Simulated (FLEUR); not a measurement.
Worked example: self-consistent single point of RbCrSe2 (R3m, 4 atoms in the cell) in FLEUR.

Level of theory: FLEUR with PBEsol, all-electron FLAPW (FLEUR), scalar-relativistic valence.

The change in words: lattice scaled by 0.98. Reference geometry:
```xyz
4
Lattice="1.9273 1.1127 7.7443 -1.9273 1.1127 7.7443 0.0000 -2.2255 7.7443" Properties=species:S:1:pos:R:3 pbc="T T T"
Rb     0.0000     0.0000     3.8548
Cr     0.0000     0.0000    23.1806
Se     0.0000     0.0000     9.0281
Se     0.0000     0.0000    14.1127
```
Moments meant for the start (each program seeds them in its own way; μB, in the order of the atoms Rb Cr Se Se): 0.0 3.0 0.0 0.0.

Reference input (self-consistent single point, DFT, PBEsol, all-electron FLAPW (FLEUR), scalar-relativistic valence): Kmax = 3.8 1/bohr; GmaxXC = 15.2 1/bohr; xcFunctional = PBEs; jspins = 2; l_soc = F; mode = hist; fermiSmearingEnergy = 0.00036749 Htr; mesh (inpgen div1-3) = 4 4 4; inpgen gamma flag = true; Gmax = 15.2 1/bohr; numbands = 0; maxIterBroyd = 99. This run's input differs from it in these lines:

```diff
@@ -3,6 +3,6 @@
 &input film=f /
-0.2391901457 0.1380964606 0.9611022015
--0.2391901457 0.1380964606 0.9611022015
--0.0000000000 -0.2761930243 0.9611021867
-15.2269048474
+0.2391901090 0.1380964388 0.9611022138
+-0.2391901090 0.1380964388 0.9611022138
+-0.0000000000 -0.2761929828 0.9611021987
+14.9223666797
 1.0 1.0 1.0
@@ -46,5 +46,5 @@
          <bravaisMatrix>
-            <row-1>    3.6421255890096425     2.1027816653189233    14.6346117708671617</row-1>
-            <row-2>   -3.6421255890096425     2.1027816653189233    14.6346117708671617</row-2>
-            <row-3>    0.0000000000000000    -4.2055649005317361    14.6346115455089709</row-3>
+            <row-1>    3.5692825126554113     2.0607256969343504    14.3419196509950257</row-1>
+            <row-2>   -3.5692825126554113     2.0607256969343504    14.3419196509950257</row-2>
+            <row-3>    0.0000000000000000    -4.1214529637016746    14.3419194256672888</row-3>
          </bravaisMatrix>
```

The program printed (abridged):

```
 Iteration:     1   Distance:      16.33334629 me/bohr^3
 Iteration:     2   Distance:      12.97619336 me/bohr^3
 Iteration:     3   Distance:       7.27339552 me/bohr^3
 Iteration:     4   Distance:       9.81374185 me/bohr^3
 Iteration:     5   Distance:       5.62289891 me/bohr^3
   [... 14 lines left out ...]
 Iteration:    20   Distance:       0.00009716 me/bohr^3
 Iteration:    21   Distance:       0.00003758 me/bohr^3
 Iteration:    22   Distance:       0.00001244 me/bohr^3
 Iteration:    23   Distance:       0.00000448 me/bohr^3
 Reset of history
 Run finished successfully
 Stop message:
   Structural relaxation: new displacements generated

[file out, last iteration]
             iter=     24
[...]
          total density-effective poten   -1.4261758480E+04
          total charge density-energy d   -3.1961896124E+02
 Updated energy parameters for spin:           1
 Updated energy parameters for spin:           2
[...]
 fermi energy and band-weighting factors:
    0.585894    0.605552

[...]
FERMIE:
          first approx. to ef    (T=0)  :   0.234243 htr   (energy of the highest occ. eigenvalue)
          number of occ. states  (T=0)  :        715
          first approx. to seigv (T=0)  : -43.463015 htr
          sum of weights of occ. states :  55.000000
          sum of semicore charge        :   0.000000 e
FERHIS:  Fermi-Energy by histogram:
   [... lines left out ...]
          bandgap                     :   0.041109 htr
          charge neutrality (T=0)     :   0.000000    (zero if the highest occ. eigenvalue is "entirely" occupied)
 Direct bandgap for spin            1 :    4.1694500018195690E-002  Htr
 Direct bandgap for spin            2 :    6.1203487496261894E-002  Htr
 ---->    free energy=                     -8886.7567329165 htr
   [... lines left out ...]
 TOTAL FORCE FOR ATOM TYPE=  2  X=  0.000   Y=  0.000   Z= -0.097
                       FX_TOT= 0.000000 FY_TOT= 0.000000 FZ_TOT=-0.000364
 TOTAL FORCE FOR ATOM TYPE=  3  X=  0.000   Y=  0.000   Z= 16.720
                       FX_TOT= 0.000000 FY_TOT= 0.000000 FZ_TOT= 0.001590
 TOTAL FORCE FOR ATOM TYPE=  4  X=  0.000   Y=  0.000   Z=-16.890
                       FX_TOT= 0.000000 FY_TOT= 0.000000 FZ_TOT=-0.001625
```

The run converged in 23 iterations. FLEUR gives forces in its relaxation mode, with a further iteration, so its stop message speaks of a relaxation. Against the reference run the free energy goes down by 2.5 meV/atom, the largest force goes from 0.225 to 0.084 eV/Å, the gap on the mesh goes from 0.989 to 1.119 eV and the size of the net moment stays at 0.75 μB/atom.

The starting cell comes from a database of computed structures (which also holds hypothetical and non-ambient phases and stackings), without a prior relaxation at this level. For this run, on top of that: lattice scaled by 0.98. With one magnetic atom in the cell only a parallel order is possible. Values depend on the basis (sphere radii, cutoffs, local orbitals), which need not be converged.

Cost on one core of a shared machine: roughly 8 min.
